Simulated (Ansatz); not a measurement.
The parent structure is TlCl in the rock salt structure (space group Fm-3m, No. 225; a cell from a computed database, its experimental status unchecked).

```cif
data_ClTl
_chemical_formula_sum 'Tl1 Cl1'
_space_group_name_H-M_alt 'P 1'
_space_group_IT_number 1
_cell_length_a 4.47888
_cell_length_b 4.47888
_cell_length_c 4.47888
_cell_angle_alpha 60.000
_cell_angle_beta 60.000
_cell_angle_gamma 60.000
loop_
_space_group_symop_operation_xyz
  'x, y, z'
loop_
_atom_site_label
_atom_site_type_symbol
_atom_site_fract_x
_atom_site_fract_y
_atom_site_fract_z
_atom_site_occupancy
Tl1 Tl 0.00000 0.00000 0.00000 1
Cl1 Cl 0.50000 0.50000 0.50000 1
```

Levels (all Ansatz, a quantum-chemistry and plane-wave program, PAW): PBEsol (420 eV, no SOC); HSE06 (420 eV, scalar-relativistic without spin-orbit coupling).

Its gap is 2.09 eV with PBEsol and 2.96 eV with HSE06.

Now apply this change: cell and atoms relaxed at a pressure of 7 GPa.

With PBEsol the gap becomes 1.19 eV.

Q: If the HSE06 correction stayed the same, what would the HSE06 gap be, and what does the HSE06 run give?

A: A rigid correction of +0.87 eV gives 2.06 eV. The HSE06 run gives 1.94 eV, so the correction itself changes by -0.12 eV.

Single points use the geometry relaxed with PBEsol. HSE06 gaps are upper bounds (no full band path). With Tl present, leaving out spin-orbit coupling can change the band edges. Load acts through the strain it causes; cell and atoms are relaxed under it. Stability against distortions was not tested. Competing high-pressure phases were not computed. This is not the structure that TlCl has at room temperature and ambient pressure.
